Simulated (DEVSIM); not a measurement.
Device: Schottky contact on n-type Ge, at 300 K.

```
layer (left to right)  material  thickness (μm)  Nd (cm⁻³)  τn (s)  τp (s)
---------------------  --------  --------------  ---------  ------  ------
1                            Ge            1.40     1.7e17  2.2e-6  6.6e-8
2                            Ge            4.10     9.7e17  2.2e-6  2.2e-6
```

Left contact: Schottky, work function 4.29 eV, emission velocity 4e6 cm/s. Right contact: ohmic. Voltage is applied to the left contact. Recombination: SRH at mid-gap. Mobility is μmin + (μ − μmin)/(1 + (N/Nref)^α).

Constants are typed, rounded textbook-type inputs, not results; the design itself was drawn at random and stands for no fabricated device. Values at 300 K.

```csv
parameter,Ge
gap (eV),0.664
affinity (eV),4
permittivity,16
Nc (cm⁻³),1.04e19
Nv (cm⁻³),6e18
μn (cm²/Vs),3900
μp (cm²/Vs),1900
"μn,min",150
"μp,min",100
"Nref,n",2.6e17
"Nref,p",4e17
αn,0.56
αp,0.6
```

DEVSIM, 1D drift-diffusion, Boltzmann statistics, complete ionisation; no tunnelling, impact ionisation, image-force lowering or self-heating. Metal contacts follow the ideal Schottky-Mott rule: no Fermi-level pinning, no interface dipoles.

Tabulate band edges, carrier densities and field at zero bias.

Energies count from the Fermi level of the right contact; mesh points crowd at the junctions.

```csv
x (μm),Ec (eV),Ev (eV),n (cm⁻³),p (cm⁻³),field (V/cm)
0.000,0.290,-0.374,1.4e14,3.1e12,-77000
0.02373,0.158,-0.506,2.3e16,1.9e10,-34000
0.07010,0.108,-0.556,1.6e17,2.7e9,-1100
0.1607,0.106,-0.558,1.7e17,2.6e9,≈ 0
0.4343,0.106,-0.558,1.7e17,2.6e9,≈ 0
0.8296,0.106,-0.558,1.7e17,2.6e9,≈ 0
1.120,0.106,-0.558,1.7e17,2.6e9,≈ 0
1.302,0.106,-0.558,1.7e17,2.6e9,≈ 0
1.362,0.105,-0.559,1.8e17,2.5e9,-800
1.394,0.090,-0.574,3.2e17,1.4e9,-15000
1.414,0.062,-0.602,9.3e17,4.7e8,-2100
1.471,0.061,-0.603,9.7e17,4.5e8,≈ 0
1.566,0.061,-0.603,9.7e17,4.5e8,≈ 0
1.753,0.061,-0.603,9.7e17,4.5e8,≈ 0
2.330,0.061,-0.603,9.7e17,4.5e8,≈ 0
3.270,0.061,-0.603,9.7e17,4.5e8,≈ 0
4.345,0.061,-0.603,9.7e17,4.5e8,≈ 0
4.930,0.061,-0.603,9.7e17,4.5e8,≈ 0
5.289,0.061,-0.603,9.7e17,4.5e8,≈ 0
5.406,0.061,-0.603,9.7e17,4.5e8,≈ 0
5.465,0.061,-0.603,9.7e17,4.5e8,≈ 0
5.500,0.061,-0.603,9.7e17,4.5e8,≈ 0
```
